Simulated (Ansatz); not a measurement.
**SiC under a change: isotropic strain −1.43 %**

The parent structure is SiC in the wurtzite structure (space group P6_3mc, No. 186; a = 3.0755 Å, c = 5.0486 Å).

Now apply this change: every lattice vector is shortened by 1.43 %, atoms relaxed at fixed cell.

Level of theory: r2SCAN (Ansatz, an electronic-structure program), without spin-orbit coupling, earlier PAW set. Γ-centred 12×12×7 mesh, Fermi–Dirac width 0.05 eV.

```json
[
 {"quantity": "volume per atom", "base": "10.34 Å³", "changed": "9.90 Å³", "shift": "-0.44 Å³"},
 {"quantity": "space group", "base": "P6_3mc (No. 186)", "changed": "P6_3mc (No. 186)", "shift": "–"},
 {"quantity": "energy relative to the base (free energy F)", "base": "0 meV/atom", "changed": "+14 meV/atom", "shift": "+14 meV/atom"},
 {"quantity": "pressure (mean of the normal stresses, compression positive)", "base": "0.01 GPa", "changed": "10.72 GPa", "shift": "+10.716 GPa"},
 {"quantity": "band gap", "base": "2.65 eV", "changed": "2.58 eV", "shift": "-0.07 eV"},
 {"quantity": "gap character", "base": "indirect, Γ → K", "changed": "indirect, Γ → K", "shift": "–"},
 {"quantity": "smallest direct gap", "base": "4.48 eV", "changed": "4.58 eV", "shift": "+0.10 eV"},
 {"quantity": "mean gap deformation potential ΔEg/Δln V", "base": "–", "changed": "+1.5 eV", "shift": "–"},
 {"quantity": "width of the top valence band", "base": "4.03 eV", "changed": "4.13 eV", "shift": "+0.10 eV"},
 {"quantity": "electron mass", "base": "0.26 mₑ along c, 0.43 mₑ across (at K)", "changed": "0.25 mₑ along c, 0.42 mₑ across (at K)", "shift": "–"},
 {"quantity": "valence-band top at Γ (three highest levels, from the VBM)", "base": "0.00, 0.00, -0.11 eV", "changed": "0.00, 0.00, -0.12 eV", "shift": "–"},
 {"quantity": "valley order (the lowest conduction-band minima on the path, energy above the VBM, named in the base's zone)", "base": "–", "changed": "K (1/3, 1/3, 0) 2.58 eV; M (1/2, 0, 0) 3.31 eV", "shift": "–"}
]
```

Masses are band curvatures over ±0.01 Å⁻¹ around the edge. Whether these cells are dynamically stable was not tested.
